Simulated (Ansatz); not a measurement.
System: AlIr (model structure, Cmcm, No. 63, 4 atoms in the cell). Method: PBEsol (plane waves, PAW; Ansatz, a quantum-chemistry and plane-wave program).

Numerical settings: plane-wave cutoff 520 eV, 18×18×14 k mesh (along the axes of the cell as run), Fermi–Dirac smearing 0.05 eV, no spin polarisation, scalar-relativistic PAW data made under PBE.

Cell (relaxed at this level):

AlIr is modelled in the orthorhombic space group Cmcm (No. 63), Pearson symbol oS8. Conventional cell: a = 2.8508 Å, b = 9.6180 Å, c = 4.2045 Å, α = β = γ = 90.00°. Al on 4c is surrounded by 7 Ir at 2.517–2.699 Å. Ir on 4c sees 7 Al at 2.517–2.699 Å and 2 Ir at 2.699 Å and 2 Ir at 2.851 Å. (Neighbours: up to the widest gap in distance over summed covalent radii, below 1.35, at either atom.)
(The calculation used a cell of 4 atoms; values per cell refer to that cell.)

### Question
Predict the bulk modulus.

### Answer

- bulk modulus = 208 GPa

Note: the run has no spin polarisation, so it can have missed a magnetic state; the bulk modulus is −V dP/dV from two relaxed cells at ±2 % in volume; the relaxation could raise the start's symmetry but not lower it, so the cell can be a saddle point.

Spin–orbit coupling is not included.

The computed numbers hold no vibrational or temperature effects.

The result took around 6 core-minutes (rough).

A model structure was made by putting elements into a prototype or built by hand; it is no filed structure, need not be a known phase, and can be a saddle point held by its symmetry.
